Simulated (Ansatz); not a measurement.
GaAs (F-43m) under hydrostatic pressure: hole conductivity mass by r2SCAN with spin-orbit coupling, rigid bands (plane waves, PAW; Ansatz, an electronic-structure program). The unloaded cell, whose axes the loads refer to:

```yaml
crystal:
  lattice:
    - [0.00000, 2.83321, 2.83321]
    - [2.83321, 0.00000, 2.83321]
    - [2.83321, 2.83321, 0.00000]
  atoms:
    - { symbol: Ga, position: [0.00000, 0.00000, 0.00000] }
    - { symbol: As, position: [0.25000, 0.25000, 0.25000] }
```

| hydrostatic pressure (GPa) | volume per atom (Å³) | hole conductivity mass (mₑ) |
|---|---|---|
| -2 | 23.42 | 0.418 |
| 0 | 22.74 | 0.401 |
| 2 | 22.16 | 0.388 |
| 5 | 21.42 | ? |
| 10 | 20.42 | 0.354 |

Task: Fit a straight line to ln(hole conductivity mass) against the load over the rows given, and predict the row at 5 GPa.

Result: The means are x̄ = 2.500 GPa and ȳ = -0.9428; Σ(x − x̄)(y − ȳ) = -1.105 and Σ(x − x̄)² = 83.00, so the slope is -1.33 % per GPa, and the rows given lie within 1.1 % of the line. At 5 GPa the line gives 0.377 mₑ; the calculation gives 0.373 mₑ, 1.0 % from it.

Masses are for dilute carriers at 300 K, harmonic means over directions unless an axis is named. Stresses and pressures are the targets of the relaxation. The structure type is held at every load. Geometry: cell and atoms relaxed with r2SCAN.
